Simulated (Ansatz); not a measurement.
Start from Ta in the bcc (W type) structure (space group Im-3m, No. 229; a = 3.254 Å; relaxed with 0.1 eV smearing). Axes: x, y, z lie along the cube axes.

Calculations: Kohn–Sham DFT with the LDA functional, run in Ansatz (an electronic-structure program) with PAW and 420 eV plane waves, scalar-relativistic without spin-orbit coupling.

Modification: an isotropic linear strain of +3.00 %; the atoms relax in the strained cell.

### Question
Predict the stress tensor and what it implies for the stiffness.

### Answer
Stress of the strained cell less that of the base (GPa, compression positive):
```
  -16.3     0.0     0.0
    0.0   -16.3     0.0
    0.0     0.0   -16.3
```

Then B = −ΔP/(ΔV/V₀) with ΔV/V₀ = 0.0927 gives secant stiffness values (nonlinear terms included at this strain): B ≈ 175 GPa.

As a check, the harmonic strain energy −½ V₀ Δσ:ε is 79 meV/atom; the computed energy rise is 87 meV/atom.

Whether these cells are dynamically stable was not tested. All final runs are without spin polarisation.
